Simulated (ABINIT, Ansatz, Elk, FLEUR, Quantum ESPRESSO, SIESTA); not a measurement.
One structure in several programs: PtS2 (P-3m1, 3 atoms in the cell)

Self-consistent single point.

```xyz
3
Lattice="3.5047 0.0000 0.0000 -1.7524 3.0352 0.0000 0.0000 0.0000 5.5277" Properties=species:S:1:pos:R:3 pbc="T T T"
Pt     0.0000     0.0000     0.0000
S      1.7524     1.0117     4.3097
S      0.0000     2.0235     1.2180
```

Shared settings, as Ansatz (a program for electronic structure) writes them: kpoints.mp_grid.grid = 6 6 3; magnetization.spin_orbit = true; scf.occupations.method = fermi_dirac; scf.occupations.width = 0.05 eV. Potentials and cutoffs stand in the table.

```csv
code,model,pressure (GPa),largest force (eV/Å),gap on the mesh (eV),cutoff
Quantum ESPRESSO,"PBE, spin-orbit coupling, PSlibrary fully relativistic ultrasoft (PBE) pseudopotentials",8.80,0.775,1.357,45 Ry
SIESTA,"GGA PBE with spin-orbit coupling, numerical atomic orbitals DZP, PseudoDojo PBE fully relativistic norm-conserving potentials (rewritten from UPF to PSML)",–,1.095,1.286,grid 350 Ry
FLEUR,"PBE, all-electron FLAPW (FLEUR), scalar-relativistic valence with spin-orbit coupling in second variation",–,–,1.331,Kmax 4 1/bohr
Ansatz,"PBE with spin-orbit coupling, default PAW files",7.58,0.622,–,default
ABINIT,"PBE, spin-orbit coupling, PAW (JTH v2.0 PBE PAW)",8.26,0.714,1.321,21 Ha
Elk,"PBE, spin-orbit coupling in second variation, all-electron FP-LAPW, Elk's shipped species files, APW+lo basis with extra local orbitals",–,–,1.337,rgkmax 8
```

A dash marks a value that a program does not give, or that is left out as unsure.

No gap is tabulated for Ansatz: it is not read from that output, or partly filled or unconverged empty levels leave it unsure.

Gaps are read on the mesh.

The spread over the programs that give each value: pressure within 1.22 GPa; largest force within 0.473 eV/Å; gap on the mesh within 0.071 eV.

SIESTA uses small atom-centred bases, whose incompleteness enters pressures, forces and empty levels differently from a plane-wave cutoff. FLEUR and Elk treat all electrons, but the usual bases taken here (sphere radii, linearisation, local orbitals, empty states) were not tested for convergence, so the values are no reference for the others. In the force vectors, SIESTA (by 0.381) and Ansatz (by 0.091) lie more than 0.08 eV/Å from the median of the plane-wave programs.

The shared mesh is coarse (it stands for a supercell whose shortest vector is 17 Å), so the values are not converged in it.

The starting cell comes from a database of computed structures (which also holds hypothetical and non-ambient phases and stackings), without a prior relaxation at this level. Its lattice was rescaled by a random factor within 2.5 % of one.

Keys are those of Ansatz 0.2.
